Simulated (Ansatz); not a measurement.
The parent structure is Au in the hcp (Mg type) structure (space group P6_3/mmc, No. 194; a = 2.8621 Å, c = 4.8024 Å).

The values are results of PBEsol (Ansatz, a quantum-chemistry and plane-wave program; PAW; 420 eV plane waves; spin-orbit coupling left out), not measurements.

One change was made to it. Results:

```csv
quantity,base,after
c/a ratio,1.678,1.654
density,19.20 g/cm³,10.74 g/cm³
shortest interatomic distance,2.862 Å,2.855 Å
```

Question: Which change produced these results?
A. Au → Ag
B. Au → Ru
C. Au → Cu

Answer: A, Au → Ag. For comparison, the density in the other runs: Au → Cu gives 9.32 g/cm³; Au → Ru gives 12.60 g/cm³.

Stability against distortions was not tested. For Cu in this form, whether it has been made was not checked. The base started in Cmcm and relaxed to P6_3/mmc at this level. The final runs are not spin-polarised. This is not the structure that Ag has at room temperature and ambient pressure. This is not the structure that Au has at room temperature and ambient pressure. This is not the structure that Cu has at room temperature and ambient pressure.
